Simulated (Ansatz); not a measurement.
The parent structure is CdS in the wurtzite structure (space group P6_3mc, No. 186; a = 4.1636 Å, c = 6.7672 Å). Axes: x lies along a and z along c of the hexagonal cell.

The values are results of r2SCAN/PAW in Ansatz (a quantum-chemistry and plane-wave program), spin-orbit coupling left out, not measurements.

Free-standing slabs (4 atom(s) a layer) normal to the y axis with 15 Å of vacuum; in-plane cell held at bulk.

One change was made to it. Results:

The band gap rises by 0.24 eV, from 1.63 eV to 1.87 eV; the gap character amounts to direct at Γ; the shortest interatomic distance drops by 0.1277 Å to 2.417 Å.

Problem. Which change produced these results?
A. 2 layers
B. 3 layers
C. 1 layer

Solution. B, 3 layers. For comparison, the band gap in the other runs: 1 layer gives 2.39 eV; 2 layers gives 2.02 eV.

No phonon test of stability was made. k-point labels follow each cell's own Brillouin zone.
